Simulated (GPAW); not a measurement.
GPAW run on Ti3Al5 (Pmmm, 8 atoms in the cell): self-consistent single point.

Method of the run: PBEsol, GPAW PAW datasets PBEsol (made by gpaw-setup) (plane waves; GPAW).

The change in words: lattice scaled by 0.98. Reference geometry:
```yaml
crystal:
  lattice:
    - [3.91154, 0.00000, 0.00000]
    - [0.00000, 4.02478, 0.00000]
    - [0.00000, 0.00000, 8.10511]
  atoms:
    - { symbol: Ti, position: [0.00000, 0.50000, 0.26507] }
    - { symbol: Ti, position: [0.00000, 0.50000, 0.73493] }
    - { symbol: Ti, position: [0.50000, 0.50000, 0.00000] }
    - { symbol: Al, position: [0.00000, 0.00000, 0.00000] }
    - { symbol: Al, position: [0.00000, 0.00000, 0.50000] }
    - { symbol: Al, position: [0.50000, 0.50000, 0.50000] }
    - { symbol: Al, position: [0.50000, 0.00000, 0.24223] }
    - { symbol: Al, position: [0.50000, 0.00000, 0.75777] }
```

Reference input (self-consistent single point, DFT PBEsol, plane waves, GPAW PAW datasets PBEsol (made by gpaw-setup)): mode = pw; ecut = 850 eV; xc = PBEsol; kpts = 6 6 3; mesh shift (steps) = 0 0 0; occupations.name = fermi-dirac; occupations.width = 0.1 eV; nbands = -14; convergence.forces = 0.001 eV/Å; symmetry.symmorphic = false; symmetry.tolerance = 0.0005; maxiter = 100. This run's input differs from it in these lines:

```diff
@@ -5,13 +5,13 @@
 atoms = Atoms(['Ti', 'Ti', 'Ti', 'Al', 'Al', 'Al', 'Al', 'Al'],
-              cell=[[3.911543, 0.000000, 0.000000],
-                    [0.000000, 4.024778, 0.000000],
-                    [0.000000, 0.000000, 8.105115]],
-              positions=[[0.000000, 2.012389, 2.148423],
-                         [0.000000, 2.012389, 5.956692],
-                         [1.955771, 2.012389, 0.000000],
+              cell=[[3.833312, 0.000000, 0.000000],
+                    [0.000000, 3.944282, 0.000000],
+                    [0.000000, 0.000000, 7.943013]],
+              positions=[[0.000000, 1.972141, 2.105454],
+                         [0.000000, 1.972141, 5.837559],
+                         [1.916656, 1.972141, 0.000000],
                          [0.000000, 0.000000, 0.000000],
-                         [0.000000, 0.000000, 4.052557],
-                         [1.955771, 2.012389, 4.052557],
-                         [1.955771, 0.000000, 1.963302],
-                         [1.955771, 0.000000, 6.141813]],
+                         [0.000000, 0.000000, 3.971506],
+                         [1.916656, 1.972141, 3.971506],
+                         [1.916656, 0.000000, 1.924036],
+                         [1.916656, 0.000000, 6.018977]],
               pbc=True)
```

Log, with long lists cut:

```
     iter     time        total  log10-change:
                         energy   eigst   dens  force
iter:   1 --:--:--   -45.724948
iter:   2 --:--:--   -45.695905   -0.88  -1.19
iter:   3 --:--:--   -45.331666   -1.32  -1.20
iter:   4 --:--:--   -45.351583   -1.18  -1.38
iter:   5 --:--:--   -45.602403   -1.39  -1.69
iter:   6 --:--:--   -45.319113   -0.95  -1.72
iter:   7 --:--:--   -45.367690   -1.57  -1.80
iter:   8 --:--:--   -45.325583   -1.78  -1.97
iter:   9 --:--:--   -45.285598   -2.53  -1.97
iter:  10 --:--:--   -45.280293   -3.56  -2.46
iter:  11 --:--:--   -45.277435c  -2.93  -2.57
iter:  12 --:--:--   -45.277312c  -4.10  -2.92
iter:  13 --:--:--   -45.277184c  -4.36  -3.02
iter:  14 --:--:--   -45.277097c  -4.77  -3.07
iter:  15 --:--:--   -45.277089c  -5.77  -3.22
iter:  16 --:--:--   -45.277069c  -5.05  -3.31
iter:  17 --:--:--   -45.277065c  -6.35  -3.53
iter:  18 --:--:--   -45.277070c  -4.87  -3.56
iter:  19 --:--:--   -45.277058c  -5.19  -3.60
iter:  20 --:--:--   -45.277072c  -5.66  -3.96
iter:  21 --:--:--   -45.277070c  -6.53  -4.27c
iter:  22 --:--:--   -45.277074c  -7.30  -4.47c
iter:  23 --:--:--   -45.277078c  -7.21  -4.60c
iter:  24 --:--:--   -45.277079c  -8.11c -4.88c
iter:  25 --:--:--   -45.277078c  -8.27c -5.11c -3.38c
Converged after 25 iterations.

Dipole moment: (-0.000000, -0.000000, -0.000003) |e|*Ang

Energy contributions relative to reference atoms: (reference = -102543.881578)

Kinetic:        +69.093988
Potential:      -51.924010
External:        +0.000000
XC:             -62.274457
Entropy (-ST):   -0.157854
Local:           -0.093672
SIC:             +0.000000
--------------------------
Free energy:    -45.356005
Extrapolated:   -45.277078

Showing only first 2 kpts
 Kpt  Band  Eigenvalues  Occupancy
  0    23      7.94443    1.99478
  0    24      7.96705    1.99345
  0    25      8.28677    1.85130
  0    26      8.63472    0.55465

  1    23      7.93845    1.99508
  1    24      8.03497    1.98713
  1    25      8.30028    1.83160
  1    26      8.69136    0.35770

Fermi level: 8.53894

No gap
   [... lines left out ...]
  2 Ti    0.00000    0.00000    0.00000
  3 Al    0.00000    0.00000    0.00000
  4 Al    0.00000    0.00000    0.00000
  5 Al   -0.00000    0.00000    0.00000
  6 Al    0.00000    0.00000    0.05113
  7 Al    0.00000    0.00000   -0.05113

Stress tensor:
    -0.037631     0.000000     0.000000
     0.000000    -0.033137     0.000000
     0.000000     0.000000    -0.036024
Stress (GPa, Voigt): [-6.0291 -5.3092 -5.7716  0.      0.      0.    ]
```

The run converged in 25 iterations. GPAW prints stress with tension positive. Against the reference run the free energy goes up by 11.0 meV/atom, the pressure goes from -1.78 to 5.70 GPa and the largest force goes from 0.045 to 0.101 eV/Å.

The starting cell comes from a database of computed structures (which also holds hypothetical and non-ambient phases and stackings), without a prior relaxation at this level. Its lattice was rescaled by a random factor within 2.5 % of one. For this run, on top of that: lattice scaled by 0.98. Spin polarisation is off. With a pressure of about 6 GPa the cell is away from its equilibrium volume at this level.

Cost on one core of a shared machine: roughly 3 min.
